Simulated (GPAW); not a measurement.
Band structure of ZnS (F-43m, 2 atoms in the cell).

```xyz
2
Lattice="0.0000 2.6902 2.6902 2.6902 0.0000 2.6902 2.6902 2.6902 0.0000" Properties=species:S:1:pos:R:3 pbc="T T T"
Zn     0.0000     0.0000     0.0000
S      1.3451     1.3451     1.3451
```

Computed with PBE, GPAW PAW datasets PBE (gpaw-data 1.0.1) (plane waves; GPAW).

Settings: mode = pw; ecut = 800 eV; xc = PBE; kpts = 11 11 11; mesh shift (steps) = 0 0 0; occupations.name = fermi-dirac; occupations.width = 0.01 eV; nbands = -6; convergence.density = 1e-05 e/electron; convergence.energy = 1e-05 eV/electron; convergence.bands = -4; symmetry.symmorphic = false; symmetry.tolerance = 0.0005; maxiter = 120.

The starting cell comes from a database of computed structures (which also holds hypothetical and non-ambient phases and stackings), without a prior relaxation at this level. Its lattice was rescaled by a random factor within 2.5 % of one.

Problem. Predict the gap along the standard path and the places of the band edges.

Solution. The gap along the path is 2.16 eV, direct at Γ to within 0.01 eV.

Levels in eV from the top of the valence band on the SCF mesh, bands 6 to 13:
```json
[
 {"point": "Γ", "6": "-5.86", "7": "0.00", "8": "0.00", "9": "0.00", "10": "2.16", "11": "6.36", "12": "6.36", "13": "6.36"},
 {"point": "X", "6": "-5.64", "7": "-4.60", "8": "-2.27", "9": "-2.27", "10": "3.37", "11": "4.07", "12": "11.05", "13": "12.02"},
 {"point": "W", "6": "-5.44", "7": "-4.64", "8": "-2.81", "9": "-2.76", "10": "5.68", "11": "6.08", "12": "7.87", "13": "8.19"},
 {"point": "K", "6": "-5.50", "7": "-4.67", "8": "-3.17", "9": "-1.84", "10": "4.11", "11": "5.98", "12": "9.39", "13": "9.76"},
 {"point": "L", "6": "-5.65", "7": "-5.37", "8": "-0.88", "9": "-0.88", "10": "3.33", "11": "6.89", "12": "6.89", "13": "8.91"},
 {"point": "U", "6": "-5.50", "7": "-4.67", "8": "-3.17", "9": "-1.84", "10": "4.11", "11": "5.98", "12": "9.39", "13": "9.76"}
]
```
